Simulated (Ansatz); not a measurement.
GaP (R-3m, No. 166, 4 atoms in the cell; start mp-1018275; a measured phase of this formula has another space group), treated with LDA in Ansatz (PAW).

Settings: plane-wave cutoff 520 eV, 10×10×10 k mesh, Fermi–Dirac smearing 0.01 eV, scalar-relativistic PAW data made under PBE.

Cell (relaxed at this level):

```
CELL_PARAMETERS angstrom
      1.89763     1.09559     6.29788
     -1.89763     1.09559     6.29788
      0.00000    -2.19119     6.29788
ATOMIC_POSITIONS crystal
  Ga 0.43596 0.43596 0.43596
  Ga 0.56404 0.56404 0.56404
  P  0.05805 0.05805 0.05805
  P  0.94195 0.94195 0.94195
```

Problem. Estimate the band gap and bulk modulus B0 that the calculation returns.

Solution. 
band gap: 0.65 eV (on the SCF k mesh)
bulk modulus B0: 83.6 GPa

Note: the relaxation could not lower the start's symmetry, so the cell can be a saddle point above a distorted one; the bulk modulus is −V dP/dV from two relaxed cells at ±2 % in volume.

Spin–orbit coupling is not included.

Computed values are for the static lattice.

Computing time: around 60 core-seconds (rough).

A start named mp-… is a Materials Project structure, which need not be a measured phase.

Ansatz is a first-principles code.
